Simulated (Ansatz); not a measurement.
The reference is LiNbO3 (space group R3c, No. 161).

```xyz
10
Lattice="2.5673 1.4822 4.6080 -2.5673 1.4822 4.6080 0.0000 -2.9645 4.6080" Properties=species:S:1:pos:R:3 pbc="T T T"
Li     0.0000     0.0000     3.8815
Li     0.0000     0.0000    10.7936
Nb     0.0000     0.0000    13.8019
Nb     0.0000     0.0000     6.8898
O     -0.6435    -1.4348     5.4740
O      1.5643     0.1601     5.4740
O     -0.9208     1.2747     5.4740
O     -1.6465    -0.2076     7.7780
O      0.6435     1.5297     7.7780
O      1.0030    -1.3222     7.7780
```

Cartesian axes are those of the cell as printed.

Computed with PBEsol (Ansatz, a program for electronic structure; PAW; 420 eV plane waves; no spin-orbit coupling).

It is then changed as follows: the cell is stretched by 0.75 % along x with no lateral relaxation; the atoms relax in the strained cell.

Q: Predict the stress tensor and what it implies for the stiffness.

A: Stress of the strained cell less that of the base (GPa, compression positive):
```
  -1.45    0.00    0.00
   0.00   -0.43   -0.07
   0.00   -0.07   -0.50
```

Then −Δσ_ii/ε with ε = 0.0075 gives relaxed-ion elastic constants: C11 ≈ 194 GPa, C12 ≈ 58 GPa and C13 ≈ 67 GPa.

Stability against distortions was not tested.
